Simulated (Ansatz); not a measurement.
# CdTe: band gap against strain

CdTe (zinc blende, F-43m, 32.901 Å³/atom at rest) under an equal strain ε in the (111) plane with the normal axis free, as in a coherent film. LDA in Ansatz, a plane-wave DFT program (PAW, default set), 420 eV, 9×9×9 Γ-centred mesh, Fermi-Dirac smearing 0.05 eV; ions are relaxed within the symmetry of each cell. Gaps are the smallest over the k-mesh and a band path, without spin-orbit coupling; in all rows the valence edge lies at Γ and the conduction edge at Γ.

Here s stands for strain and Eg for gap.

```csv
strain (%),gap (eV)
-2.50,?
-1.25,0.607
-0.83,0.611
-0.42,0.613
0.00,0.614
```

Task: Fit Eg against s with a straight line, and predict the withheld value at s = -2.50.

Result: Means: s -0.62500, Eg 0.6112. About the means, the sum of products is 0.0047850 and the sum of squares of s is 0.86530; the slope is their ratio. Least squares gives Eg = 0.6147 + 0.00553·s. Residuals (row less fit): -0.0008, 0.0009, 0.0006, -0.0007; standard error 0.0011 (degrees of freedom: 2). Over these rows the gap moves by 0.55 ± 0.1 eV per unit strain. At the withheld row, Eg = 0.6147 + 0.00553 × (-2.50) = 0.6009 eV. The calculation gives 0.576 eV, 0.0249 eV below the prediction (65.5 % of the range of Eg in the table). The row lies outside the fitted rows, so this is an extrapolation. From the scatter of the fitted rows alone, a prediction at this place has a standard error of 0.0025 eV, so the miss is 10.0 times that.

One order more, fitted to all 7 runs of the series, follows each within 0.001, so the miss is the next term of a smooth law. Spin-orbit coupling is left out, which can shift this property for CdTe. Rows are the converged runs of the series near zero and its far end; series whose fitted rows scatter by over a few per cent of the range, as at a crossing or softening among them, aren't shown in this form. Most that stay on the fit to the last digits aren't either.
